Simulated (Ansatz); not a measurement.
Consider Mg$_{2}$Ge in the anti-fluorite structure (space group Fm-3m, No. 225; a = 6.3640 Å). Axes: x, y, z lie along the cube axes.

Computed with Ansatz (an electronic-structure program), PBEsol, PAW, cutoff 420 eV, without spin-orbit coupling, earlier PAW set.

Strains are applied to the cell and any free atomic positions relax; under stress the whole cell relaxes.

One change was made to it. Results:

| quantity | base | after |
|---|---|---|
| band gap | 0.08 eV | zero |
| energy relative to the base (free energy F) | 0 meV/atom | +7.1 meV/atom |

**Question.** Which change produced these results?
(A) strain tensor (xx, yy, zz, yz, xz, xy) = (−0.14, +1.18, +1.03, −1.09, +0.08, +1.85) %
(B) uniaxial stress, 8 GPa tension along x
(C) isotropic strain −1.25 %
(D) uniaxial strain ε_xx = −5.83 %
(E) isotropic strain −5.76 %

**Answer.** A, strain tensor (xx, yy, zz, yz, xz, xy) = (−0.14, +1.18, +1.03, −1.09, +0.08, +1.85) %. For comparison, the energy relative to the base in the other runs: uniaxial stress, 8 GPa tension along x gives +48 meV/atom; isotropic strain −5.76 % gives +126 meV/atom; uniaxial strain ε_xx = −5.83 % gives +28 meV/atom; isotropic strain −1.25 % gives +5.1 meV/atom.

Stability under load was not tested beyond the relaxation. The final runs are not spin-polarised. Gaps under 0.05 eV, about the width of the smearing, are given as zero. The zero or small gap of Mg2Ge can change with the level of theory.
